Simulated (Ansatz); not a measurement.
A calculation on fluorite NiSi2 returned lattice constant a 5.386 Å, bulk modulus 162 GPa, cohesive energy 5.01 eV/atom, formation enthalpy -0.352 eV/atom.

For reference: lattice constant a 5.406 Å (measured, temperature not stated, not corrected to a static lattice; as tabulated in Wikipedia's data pages).

Q: Which level of theory produced these numbers?
(A) rVV10 (Ansatz, a quantum-chemistry and plane-wave program)
(B) LDA (Ansatz)
(C) PBE (Ansatz)
(D) r²SCAN (Ansatz)

A: D, r²SCAN (Ansatz)

The others give: rVV10 5.475 Å, 137 GPa, 4.93 eV/atom, -0.242 eV/atom; LDA 5.351 Å, 167 GPa, 6.03 eV/atom, -0.468 eV/atom; PBE 5.445 Å, 146 GPa, 4.98 eV/atom, -0.353 eV/atom.

Unless a cell is named, each level is at its own relaxed cell (LDA 12.76, PBE 13.46, r²SCAN 13.02, rVV10 13.67 Å³/atom).

The crystal itself was run without spin with rVV10, LDA, PBE, r²SCAN; a magnetic state was not tried in these runs.

Ansatz's density-functional and Hartree–Fock values are scalar-relativistic unless marked +SOC, with PAW data made under PBE.
